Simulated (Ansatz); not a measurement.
Start from SnO2 in the rutile structure (space group P4_2/mnm, No. 136; a = 4.828 Å, c = 3.238 Å). Axes: x, y, z lie along a, b, c of the conventional cell.

Modification: biaxial strain +2.96 %, plane normal [001], relaxed out of plane (Cartesian); in-plane vectors clamped, the third vector and the atoms free.

Levels (all Ansatz, a quantum-chemistry and plane-wave program, PAW): PBE (420 eV, spin-orbit coupling left out); r2SCAN (500 eV, no spin-orbit coupling); HSE06 (420 eV, no spin-orbit coupling); PBE+SOC (420 eV, spin-orbit coupling included).

One geometry, relaxed with PBE, under each level:

The valence-band top lists the three highest levels at Γ (Kramers pairs under SOC), from the VBM.

| level | band gap | lowest conduction level above the VBM at special points | valence-band top at Γ | electron mass | hole mass | pressure |
|---|---|---|---|---|---|---|
| PBE | 0.50 eV | Γ 0.50 eV; X 3.55 eV; M 4.01 eV; A 4.05 eV | 0.00, -0.75, -0.75 eV | 0.15 mₑ out of plane, 0.17 mₑ in plane (at Γ) | 2.3 mₑ out of plane, 1.3 mₑ in plane (at Γ) | -4.49 GPa |
| r2SCAN | 1.11 eV | Γ 1.11 eV; X 4.20 eV; M 4.68 eV; A 4.78 eV | – | – | – | -11.95 GPa |
| HSE06 | 2.14 eV | Γ 2.14 eV; X 5.37 eV; M 5.92 eV | – | – | – | – |
| PBE+SOC | 0.51 eV | Γ 0.51 eV; X 3.55 eV; M 4.02 eV; A 4.05 eV | 0.00, -0.74, -0.76 eV | 0.16 mₑ out of plane, 0.17 mₑ in plane (at Γ) | 2.3 mₑ out of plane, 1.3 mₑ in plane (at Γ) | -4.53 GPa |

Single points use the geometry relaxed with PBE. Their cutoffs differ, which shifts pressures a little. The spin-orbit shifts are approximate. Effective masses come from finite differences of ±0.01 Å⁻¹. Stability against distortions was not tested.
